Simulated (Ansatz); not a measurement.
L1₀ (CuAu-type) TiAl was calculated with PBE (Ansatz, a quantum-chemistry and plane-wave program, plane waves, PAW).

Run with plane-wave cutoff 520 eV, 20×20×14 k mesh (along the axes of the cell as run), Fermi–Dirac smearing 0.05 eV, no spin polarisation, scalar-relativistic PAW data made under PBE.

Starting structure:

```
CELL_PARAMETERS angstrom
      2.83000     0.00000     0.00000
      0.00000     2.83000     0.00000
      0.00000     0.00000     4.07000
ATOMIC_POSITIONS crystal
  Ti 0.00000 0.00000 0.00000
  Al 0.50000 0.50000 0.50000
```

Q: Into what structure does the relaxation of cell and atoms lead at this level, with the symmetry of the start kept?

A: The volume falls by 0.4 %; final space group P4/mmm.
```
CELL_PARAMETERS angstrom
      2.82299     0.00000     0.00000
      0.00000     2.82299     0.00000
      0.00000     0.00000     4.07430
ATOMIC_POSITIONS crystal
  Ti 0.00000 0.00000 0.00000
  Al 0.50000 0.50000 0.50000
```
